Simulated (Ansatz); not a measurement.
BeCl2 (Ibam, No. 72) was calculated with G0W0@PBEsol (Ansatz, an electronic-structure program, plane waves, hard PAW, contour deformation, complete-basis limit).

Numerical settings: largest k mesh 6×6×6 (not extrapolated in the mesh).

Cell (measured lattice):

```cif
data_Be2Cl4
_chemical_formula_sum 'Cl4 Be2'
_space_group_name_H-M_alt 'P 1'
_space_group_IT_number 1
_cell_length_a 6.15284
_cell_length_b 6.15284
_cell_length_c 6.15284
_cell_angle_alpha 129.131
_cell_angle_beta 74.321
_cell_angle_gamma 129.729
loop_
_space_group_symop_operation_xyz
  'x, y, z'
loop_
_atom_site_label
_atom_site_type_symbol
_atom_site_fract_x
_atom_site_fract_y
_atom_site_fract_z
_atom_site_occupancy
Cl1 Cl 0.11133 0.20644 0.31777 1
Cl2 Cl 0.88867 0.79356 0.68223 1
Cl3 Cl 0.38867 0.70644 0.09511 1
Cl4 Cl 0.61133 0.29356 0.90489 1
Be1 Be 0.25000 0.25000 0.00000 1
Be2 Be 0.75000 0.75000 0.00000 1
```

What does this level give for the band gap?


- band gap: 9.32 eV (indirect)

Note: the correction to the complete basis was taken at k points off the band edges; cell and atoms aren't relaxed at this level; the gap holds a correction of +0.41 eV to the complete basis, taken at k points off the band edges.

Computing time: about 7 core-hours (a rough figure).
